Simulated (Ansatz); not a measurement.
Ansatz (a first-principles code) run on Sr2CdPt2 (Imm2, 5 atoms in the cell): self-consistent single point.

Level of theory: PBEsol, default PAW files made with PBE (plane waves; Ansatz).

The change in words: lattice scaled by 0.98; kpoints.mp_grid.grid: 7 7 7 → 10 10 10; scf.occupations.width: 0.1 eV → 0.05 eV. Reference geometry:
```yaml
crystal:
  lattice:
    - [-2.29031, 2.99801, 4.59499]
    - [2.29031, -2.99801, 4.59499]
    - [2.29031, 2.99801, -4.59499]
  atoms:
    - { symbol: Sr, position: [0.30495, 0.80495, 0.50000] }
    - { symbol: Sr, position: [0.70049, 0.20049, 0.50000] }
    - { symbol: Cd, position: [0.00000, 0.00000, 0.00000] }
    - { symbol: Pt, position: [0.72608, 0.50000, 0.22608] }
    - { symbol: Pt, position: [0.27392, 0.50000, 0.77392] }
```

Reference input (self-consistent single point, DFT, PBEsol, plane waves, default PAW files made with PBE): basis.ecutwfc = 420 eV; kpoints.mp_grid.grid = 7 7 7; hamiltonian.xc = pbesol; hamiltonian.pseudopotentials = {kind: paw} (the program's default PAW files); scf.occupations.method = gaussian; scf.occupations.width = 0.1 eV. This run's input differs from it in these lines:

Ansatz 0.2 input:
```diff
@@ -2,11 +2,11 @@
   lattice:
-    - [-2.290310, 2.998012, 4.594989]
-    - [2.290310, -2.998012, 4.594989]
-    - [2.290310, 2.998012, -4.594989]
+    - [-2.244504, 2.938052, 4.503089]
+    - [2.244504, -2.938052, 4.503089]
+    - [2.244504, 2.938052, -4.503089]
   atoms:
-    - { symbol: Sr, position_ang: [2.290310, 0.000000, 2.802493] }
-    - { symbol: Sr, position_ang: [0.000000, 2.998012, 1.842499] }
+    - { symbol: Sr, position_ang: [2.244504, 0.000000, 2.746443] }
+    - { symbol: Sr, position_ang: [0.000000, 2.938052, 1.805649] }
     - { symbol: Cd, position_ang: [0.000000, 0.000000, 0.000000] }
-    - { symbol: Pt, position_ang: [0.000000, 1.355581, 4.594989] }
-    - { symbol: Pt, position_ang: [2.290310, 1.642431, -0.000000] }
+    - { symbol: Pt, position_ang: [0.000000, 1.328470, 4.503089] }
+    - { symbol: Pt, position_ang: [2.244504, 1.609582, -0.000000] }
 basis:
@@ -14,3 +14,3 @@
 kpoints:
-  mp_grid: { grid: [7, 7, 7] }
+  mp_grid: { grid: [10, 10, 10] }
 hamiltonian:
@@ -19,3 +19,3 @@
 scf:
-  occupations: { method: gaussian, width: 0.1 }
+  occupations: { method: gaussian, width: 0.05 }
 output:
```

Output, abridged:

```
SCF iter   1: F=—  HF=-39939.637866 eV  |F-HF|=—  |Δ(HF+E_count)|=         —  Δρ=4.75e-3  dr2=3.01e-2  ethr=1.77e-3  ⟨swp⟩=9.4  Hψ=36835  notcnv=0  defer=53
all-band conjugate gradients solve this SCF's bands
preconditioner: auto → Kerker (q_TF=auto, 2.533 Å⁻¹)
SCF iter   2: F=—  HF=-39939.635838 eV  |F-HF|=—  |Δ(HF+E_count)|=   2.03e-3  Δρ=1.96e-3  dr2=6.73e-3  ethr=3.95e-5  ⟨swp⟩=2.5  Hψ=14314  notcnv=0  defer=141
   [... lines left out ...]
SCF iter   5: F=—  HF=-39939.634438 eV  |F-HF|=—  |Δ(HF+E_count)|=   1.37e-4  Δρ=1.84e-4  dr2=8.78e-5  ethr=1.03e-6  ⟨swp⟩=2.0  Hψ=8898  notcnv=0  defer=141
SCF iter   6: F=—  HF=-39939.634412 eV  |F-HF|=—  |Δ(HF+E_count)|=   2.56e-5  Δρ=6.84e-5  dr2=8.66e-6  ethr=1.16e-7  ⟨swp⟩=2.0  Hψ=9693  notcnv=0  defer=141
SCF iter   7: F=—  HF=-39939.634410 eV  |F-HF|=—  |Δ(HF+E_count)|=   1.77e-6  Δρ=1.48e-5  dr2=4.05e-7  ethr=1.14e-8  ⟨swp⟩=2.0  Hψ=10447  notcnv=0  defer=141
SCF iter   8: F=-39939.634410 eV  HF=-39939.634410 eV  |F-HF|=4.82e-9  |Δ(HF+E_count)|=   7.03e-8  Δρ=3.58e-6  dr2=1.65e-8  ethr=1.32e-10  ⟨swp⟩=10.7  Hψ=37359  notcnv=0
SCF 1 converged in 8 iterations: F = -39939.634410 eV  dr2 = 1.65e-8
Free energy (F): -39939.634410 eV
Internal energy: -39939.631866 eV  (E = F + TS)
E sigma→0 (E₀):  -39939.633138 eV
Entropy (-TS):   -0.002544 eV (-0.509 meV/atom)
Fermi energy:    13.281468 eV
--- Forces (eV/Å), atoms counted from 1 ---
  atom   1  Sr     0.00000000     0.00000000    -0.29876707
  atom   2  Sr     0.00000000     0.00000000     0.11333269
  atom   3  Cd     0.00000000     0.00000000     0.04673983
  atom   4  Pt     0.00000000     0.24850309     0.06935043
  atom   5  Pt     0.00000000    -0.24850309     0.06935043
--- Stress (GPa, compression-positive) ---
        1.256853       0.000000       0.000000
        0.000000       1.390893       0.000000
        0.000000       0.000000       1.333801
  P = ⅓ Tr σ = 1.3272 GPa (13.272 kbar)
  The stress holds the Pulay correction. Without it, at fixed plane waves, as pw.x and ABINIT print it: P = 1.3031 GPa
```

The run converged in 8 iterations. Against the reference run the free energy drops by 4.7 meV/atom, the pressure goes from -2.86 to 1.33 GPa and the largest force goes from 0.202 to 0.299 eV/Å.

The starting cell comes from a database of computed structures (which also holds hypothetical and non-ambient phases and stackings), without a prior relaxation at this level. Its lattice was rescaled by up to half a per cent. One atom was moved a little off its site on purpose. For this run, on top of that: lattice scaled by 0.98. Spin polarisation is off. Ansatz's pressure includes its estimate of the finite-basis (Pulay) stress.

Cost on one core of a shared machine: roughly 90 s.
